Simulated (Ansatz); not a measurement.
## zinc-blende AlP: the defect O on the P site (broken-bond start)

These are PBE, PAW (plane waves to 420 eV; Ansatz, a first-principles code) values and carry that method's errors. Cell: 64 sites, 2×2×2; final energies on a 2×2×2 shifted mesh. Sites at the start: the P site; started 0.95 Å off site, one bond broken. Charged cells carry a point-charge image correction with potential alignment at far atoms. Dielectric constants: PBE linear response of the host. Host gap at this level: 1.63 eV. These values are not converged in cell size to better than tenths of an eV. PBE underestimates the host's gap, which shifts levels and can delocalise carriers. Spin–orbit coupling is left out. Each state is the lowest found from its start.

Formation energies E_f are given with the Fermi level at the valence-band maximum. Chemical conditions: Al-rich (Δμ(P) = -1.26 eV, Δμ(O) = -4.96 eV, bounded by corundum; only phases computed here count, gases as isolated molecules at 0 K); P-rich (Δμ(P) = 0.00 eV, Δμ(O) = -4.12 eV, bounded by corundum; only phases computed here count, gases as isolated molecules at 0 K). Reference phases: O: O2 molecule in a box, P: black phosphorus.

```
charge         moment (μB)  largest move off a lattice site (Å)  image correction with alignment (eV)  E_f, Al-rich (eV)  E_f, P-rich (eV)
------  ------------------  -----------------------------------  ------------------------------------  -----------------  ----------------
+1      not spin-polarised                                 0.55                                  0.06               1.27              1.70
0                      1.0                                 0.61                                  0.00               2.62              3.04
−1†     not spin-polarised                                 0.82                                  0.25                  –                 –
```

† Not settled in this cell, so no level is given: charge −1: level within 0.1 eV of a band edge or past it.

No other site or start that was run ended lower by more than 0.1 eV.

Transition levels above the valence-band maximum: ε(+1/0) = 1.34 eV. On the lower envelope of the bound states, inside the gap: (+1/0) at 1.34 eV.

Flagged in the runs: a strain field that reaches the edge of the cell.
